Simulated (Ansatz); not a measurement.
Start from ZnSe in the zinc blende structure (space group F-43m, No. 216; a = 5.633 Å).

Structures relaxed with PBEsol (Ansatz, a quantum-chemistry and plane-wave program), no spin-orbit coupling.

Base:

Simulated powder pattern, Mo Kα, λ = 0.71073 Å (kinematic, ideal powder, no thermal factors, no anomalous dispersion; the 10 strongest lines at most, above 2 %, up to 2θ = 40°):

```csv
2θ (°),I/Imax (%),hkl
12.55,100,(111)
20.56,81,(220)
24.15,51,(311)
29.23,14,(400)
31.92,21,(331)
36.00,28,(422)
38.27,15,(333)
```

Modification: a hydrostatic pressure of 0.9 GPa.

Predict the new powder pattern.


Simulated powder pattern, Mo Kα, λ = 0.71073 Å (kinematic, ideal powder, no thermal factors, no anomalous dispersion; the 10 strongest lines at most, above 2 %, up to 2θ = 40°):

```json
[
 {"2θ (°)": "12.60", "I/Imax (%)": "100", "hkl": "(111)"},
 {"2θ (°)": "20.65", "I/Imax (%)": "81", "hkl": "(220)"},
 {"2θ (°)": "24.26", "I/Imax (%)": "51", "hkl": "(311)"},
 {"2θ (°)": "29.36", "I/Imax (%)": "14", "hkl": "(400)"},
 {"2θ (°)": "32.07", "I/Imax (%)": "21", "hkl": "(331)"},
 {"2θ (°)": "36.17", "I/Imax (%)": "28", "hkl": "(422)"},
 {"2θ (°)": "38.45", "I/Imax (%)": "15", "hkl": "(511)"}
]
```

The indices refer to the base's conventional cell; one index is shown for lines that coincide.

Load acts through the strain it causes; cell and atoms are relaxed under it. Whether these cells are dynamically stable was not tested.
